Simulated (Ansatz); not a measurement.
## P: response to strain

Take P in the black-P type structure (space group Cmce, No. 64; a = 3.3022 Å, b = 10.6908 Å, c = 4.4667 Å; layered, stacked along the Cartesian y axis) as the base. Axes: x, y, z lie along a, b, c of the conventional cell.

Strains are applied to the cell and any free atomic positions relax; under biaxial strain the out-of-plane vector relaxes too; under stress the whole cell relaxes.

Calculations: r2SCAN+rVV10/PAW in Ansatz (a program for electronic structure), no spin-orbit coupling.

Notes on the quantities. pressure: mean of the normal stresses, compression positive.

```csv
change,pressure,band gap,shortest interatomic distance
base,0.0 GPa,zero,2.213 Å
"biaxial strain −2.56 %, plane normal [001], relaxed out of plane",2.3 GPa,zero,2.191 Å
"biaxial strain +1.00 %, plane normal [001], relaxed out of plane",-0.8 GPa,zero,2.222 Å
"biaxial strain +1.93 %, plane normal [001], relaxed out of plane",-1.4 GPa,zero,2.230 Å
"biaxial strain +2.30 %, plane normal [001], relaxed out of plane",[?],0.06 eV,2.233 Å
isotropic strain −2.29 %,3.5 GPa,zero,2.189 Å
isotropic strain −2.06 %,3.1 GPa,zero,2.191 Å
uniaxial strain ε_zz = +1.69 %,-0.5 GPa,0.13 eV,2.214 Å
"uniaxial stress, 5 GPa tension along x",–,zero,[?]
```

Task: What belongs in the blanks?

Result: 
- biaxial strain +2.30 %, plane normal [001], relaxed out of plane, pressure: -1.6 GPa
- uniaxial stress, 5 GPa tension along x, shortest interatomic distance: 2.242 Å

The mesh was chosen for an insulator and is coarse for the gapless case. Beyond what the load breaks, stability against distortions was not tested. Gaps under 0.05 eV, about the width of the smearing, are given as zero. A zero or small gap of P can be the functional's error rather than a property of the material.
